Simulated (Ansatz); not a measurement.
## Relaxation of cell and atoms of Mg₁₄GaSb (P-6m2, 16 atoms in the cell) at several settings

```
Mg14GaSb
1.0
    6.35852     0.00000     0.00000
   -3.17926     5.50664     0.00000
    0.00000     0.00000    10.26539
Mg Ga Sb
14 1 1
Direct
  0.00011   0.50006   0.00000
  0.49994   0.99989   0.00000
  0.49994   0.50006   0.00000
  0.99883   0.49941   0.50000
  0.50058   0.00117   0.50000
  0.50058   0.49941   0.50000
  0.16775   0.83225   0.24701
  0.66450   0.83225   0.75299
  0.16775   0.33550   0.24701
  0.16775   0.83225   0.75299
  0.66450   0.83225   0.24701
  0.16775   0.33550   0.75299
  0.66667   0.33333   0.25049
  0.66667   0.33333   0.74951
  0.00000   0.00000   0.00000
  0.00000   0.00000   0.50000
```

Base: PBEsol, default PAW files made with PBE in Ansatz (an electronic-structure program). Its settings: basis.ecutwfc = 420 eV; kpoints.mp_grid.grid = 5 5 3; hamiltonian.xc = pbesol; hamiltonian.pseudopotentials = {kind: paw} (the program's default PAW files); scf.occupations.method = fermi_dirac; scf.occupations.width = 0.05 eV. Starting volume 22.46 Å³ per atom.

Each line gives the change from the base single point and the result:

- hamiltonian.dispersion: default → d3bj; relax: default → cell and atoms [DFT, PBEsol-D3BJ, plane waves, default PAW files made with PBE]: pressure -0.01 GPa; largest force (vector length) 0.005 eV/Å; final cell a = 6.2251 Å, b = 6.2251 Å, c = 9.9099 Å, α = 90.00°, β = 90.00°, γ = 120.00°; final volume per atom 20.79 Å³; relaxation steps 6.
- relax: default → cell and atoms: pressure 0.01 GPa; largest force (vector length) 0.004 eV/Å; final cell a = 6.3365 Å, b = 6.3365 Å, c = 10.0978 Å, α = 90.00°, β = 90.00°, γ = 120.00°; final volume per atom 21.95 Å³; relaxation steps 6; free energy against the base single point -1.7 meV/atom.

The starting cell comes from a database of computed structures (which also holds hypothetical and non-ambient phases and stackings), without a prior relaxation at this level. Ansatz's pressure includes its estimate of the finite-basis (Pulay) stress. The run gives no clean gap (levels at the Fermi energy touch, overlap or are partly filled at this smearing), which alone does not show that the compound is a metal.

Left out of this page: 1 run of the series held back from this collection.

Keys are those of Ansatz 0.2.
